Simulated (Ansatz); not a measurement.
VN (P6₃/mmc, No. 194, 4 atoms in the cell; start mp-1017532) was calculated with LDA (plane waves, PAW; Ansatz, a program for electronic structure).

Numerical settings: plane-wave cutoff 520 eV, 24×24×10 k mesh (along the axes of the cell as run), Fermi–Dirac smearing 0.05 eV, no spin polarisation, scalar-relativistic PAW data made under PBE.

Cell (relaxed at this level):

```cif
data_N2V2
_chemical_formula_sum 'V2 N2'
_space_group_name_H-M_alt 'P63/mmc'
_space_group_IT_number 194
_space_group_name_Hall '-P 6c 2c'
_cell_length_a 2.69761
_cell_length_b 2.69761
_cell_length_c 5.22143
_cell_angle_alpha 90.000
_cell_angle_beta 90.000
_cell_angle_gamma 120.000
loop_
_atom_site_label
_atom_site_type_symbol
_atom_site_symmetry_multiplicity
_atom_site_Wyckoff_symbol
_atom_site_fract_x
_atom_site_fract_y
_atom_site_fract_z
_atom_site_occupancy
V1 V 2 a 0.00000 0.00000 0.00000 1
N1 N 2 c 0.33333 0.66667 0.25000 1
```

Question: What does this level give for the bulk modulus?

Answer: 
* **bulk modulus**: 369 GPa

Note: the run has no spin polarisation, so it can have missed a magnetic state; the bulk modulus is −V dP/dV from two relaxed cells at ±2 % in volume; the relaxation could not lower the start's symmetry, so the cell can be a saddle point above a distorted one.

The computed numbers hold no vibrational or temperature effects.

Computing time: about 70 core-seconds (a rough figure).

A start named mp-… is a Materials Project structure, which need not be a measured phase.
